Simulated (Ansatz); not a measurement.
System: Al2O3 (R-3, No. 148, 10 atoms in the cell; start mp-754624; a measured phase of this formula has another space group). Method: PBEsol (Ansatz, a program for electronic structure, plane waves, PAW).

Run with plane-wave cutoff 520 eV, 8×8×8 k mesh, Fermi–Dirac smearing 0.01 eV, scalar-relativistic PAW data made under PBE.

The cell is the one relaxed with PBEsol. Conventional cell: a = 4.8144 Å, b = 4.8144 Å, c = 13.4450 Å, α = 90.00°, β = 90.00°, γ = 120.00°.

```yaml
crystal:
  lattice:
    - [2.40720, 1.38980, 4.48167]
    - [-2.40720, 1.38980, 4.48167]
    - [0.00000, -2.77960, 4.48167]
  atoms:
    - { symbol: Al, position: [0.00000, 0.00000, 0.00000] }
    - { symbol: Al, position: [0.50000, 0.50000, 0.50000] }
    - { symbol: Al, position: [0.30672, 0.30672, 0.30672] }
    - { symbol: Al, position: [0.69328, 0.69328, 0.69328] }
    - { symbol: O, position: [0.27919, 0.89163, 0.60429] }
    - { symbol: O, position: [0.72081, 0.10837, 0.39571] }
    - { symbol: O, position: [0.89163, 0.60429, 0.27919] }
    - { symbol: O, position: [0.10837, 0.39571, 0.72081] }
    - { symbol: O, position: [0.60429, 0.27919, 0.89163] }
    - { symbol: O, position: [0.39571, 0.72081, 0.10837] }
```

### Question
List the 31 lowest band energies at Γ above −25 eV (eV, relative to the valence band maximum), grouping those that round alike.

### Answer
At Γ: -19.08, -16.70, -16.36 (×2), -16.34 (×2), -6.63, -5.49, -5.08 (×2), -4.80, -4.48 (×2), -3.06, -2.80, -1.38 (×2), -0.99 (×2), -0.76 (×2), -0.05, -0.02 (×2), 5.83, 8.78, 10.67, 11.47 (×2), 11.56, 12.13.

A start named mp-… is a Materials Project structure, which need not be a measured phase.
